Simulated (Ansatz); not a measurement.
The starting structures come from a database of crystals and need not be the phases stable at ambient conditions.

Tunnelling through a barrier is set by its complex band structure: the current falls as exp(−2κd) with the smallest κ.

Here is the system:

```xyz
14
Lattice="6.5031 0.0000 0.0000 0.0000 8.7069 0.0000 3.2516 0.0000 5.6319" Properties=species:S:1:pos:R:3 pbc="T T T"
Tl     3.2516     1.6164     1.8773
Tl     6.5031     7.0905     3.7546
Tl     0.0000     4.3535     0.0000
Tl     0.0000     0.0000     0.0000
W      3.2516     5.9914     1.8773
W      6.5031     2.7155     3.7546
O      7.9671     2.1054     4.5998
O      1.7876     6.6015     1.0321
O      5.0392     2.1054     4.5998
O      4.7155     6.6015     1.0321
O      6.5031     2.1054     2.0642
O      3.2516     6.6015     3.5677
O      6.5031     4.4988     3.7546
O      3.2516     4.2081     1.8773
```

Space group of this cell: P-3m1. The cell was relaxed by PBE-D3(BJ); by r2SCAN its mean pressure is -3.9 GPa.

Transport runs along the normal of the first two printed cell vectors, the (100) plane of the conventional cell.

The gap is the functional's own. No spin-orbit coupling. Mid-gap values are interpolated on the energy grid.

Q: State the band gap and the smallest decay constant κ at mid-gap according to r2SCAN run with Ansatz (a first-principles code).

A: Gap 3.70 eV on a 6×4×6 mesh; κ = 0.395 1/Å, at (0.167, 0.500) of the in-plane reciprocal vectors. At the zone centre, at the nearest computed energy, the slowest state has κ = 0.41 1/Å.
